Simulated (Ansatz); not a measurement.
Take Ge in the diamond structure (space group Fd-3m, No. 227; a = 5.676 Å) as the base. Axes: x, y, z lie along the cube axes.

Perturbation: compressive biaxial strain of 0.55 % in the plane normal to [111], as in epitaxy on a mismatched substrate; the out-of-plane cell vector and the atoms relax.

Levels (all Ansatz, a program for electronic structure, PAW, earlier PAW set): PBEsol (420 eV, no spin-orbit coupling); r2SCAN (500 eV, scalar-relativistic without spin-orbit coupling).

The geometry is relaxed with PBEsol.

* **PBEsol pressure**: 0.6 GPa
* **PBEsol band gap**: zero

Question: Predict the pressure and band gap from r2SCAN.

Answer: The pressure is still 0.6 GPa; the band gap goes from zero to 0.41 eV.

Single points use the geometry relaxed with PBEsol. Their cutoffs differ, which shifts pressures a little. Whether these cells are dynamically stable was not tested. The zero or small gap of Ge can change with the level of theory.
